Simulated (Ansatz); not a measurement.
## LaN (P6₃mc, No. 186, 4 atoms in the cell; start mp-567290; a measured phase of this formula has another space group)

Level of theory: LDA in Ansatz (PAW).

Settings: plane-wave cutoff 520 eV, 12×12×6 k mesh (along the axes of the cell as run), Fermi–Dirac smearing 0.01 eV, scalar-relativistic PAW data made under PBE.

Cell (relaxed at this level):

```yaml
crystal:
  lattice:
    - [4.10099, 0.00000, 0.00000]
    - [-2.05050, 3.55156, 0.00000]
    - [0.00000, 0.00000, 5.71976]
  atoms:
    - { symbol: La, position: [0.33333, 0.66667, 0.99274] }
    - { symbol: La, position: [0.66667, 0.33333, 0.49274] }
    - { symbol: N, position: [0.33333, 0.66667, 0.41726] }
    - { symbol: N, position: [0.66667, 0.33333, 0.91726] }
```

```yaml
band_gap: 0.93 eV (on the SCF k mesh)
direct gap at Γ: 1.37 eV
bulk modulus B0: 90.8 GPa
```

Note: the relaxation could not lower the start's symmetry, so the cell can be a saddle point above a distorted one; the bulk modulus is −V dP/dV from two relaxed cells at ±2 % in volume.

Spin–orbit coupling is not included.

Computed values are for the static lattice.

A start named mp-… is a Materials Project structure, which need not be a measured phase.

Ansatz is a quantum-chemistry and plane-wave program.
